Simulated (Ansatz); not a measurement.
**By hand: formation energy of TiC (rock salt, Fm-3m) from the elements**

We look at the formation energy of TiC (rock salt, Fm-3m) from the elements. Reaction: C (graphite) + Ti (hcp) → TiC (rock salt). Negative: the products are lower in energy. The value is per atom of the solid.

TiC (rock salt, Fm-3m), 2 atoms in the cell; spin state with PBE: run without spin. Conventional cell: a = 4.291 Å, b = 4.291 Å, c = 4.291 Å, α = 90.00°, β = 90.00°, γ = 90.00°.

Setting: static, neutral cells in Ansatz (PAW) whose structures rest at the PBE+D3(BJ) level. Ansatz (an electronic-structure program) runs with its default PAW set. Other levels take these structures. The lattices are those relaxed with PBE+D3(BJ), so at other levels the solids can be strained, which adds to the spread.

Total energies of the cells in eV, at zero smearing width. They compare only within one column; the weights balance every element.

```csv
cell,atoms,weight,PBE+D3(BJ),PBEsol
TiC (rock salt),2,+4,-2753.17548,-2722.41897
C (graphite),4,−1,-1004.33912,-986.75221
Ti (hcp),2,−2,-5000.56713,-4947.78917
```

PBE+D3(BJ): 4 × (-2753.17548) − (-1004.33912) − 2 × (-5000.56713) = -7.229 eV; dividing by 8 atoms gives -0.90 eV/atom.

PBEsol: 4 × (-2722.41897) − (-986.75221) − 2 × (-4947.78917) = -7.345 eV; dividing by 8 atoms gives -0.92 eV/atom.

What follows from the PBE+D3(BJ) value: A formula unit of TiC has 2 atoms, so it forms with -0.9036 × 2 = -1.807 eV, or -174.3 kJ/mol at 96.485 kJ/mol per eV.
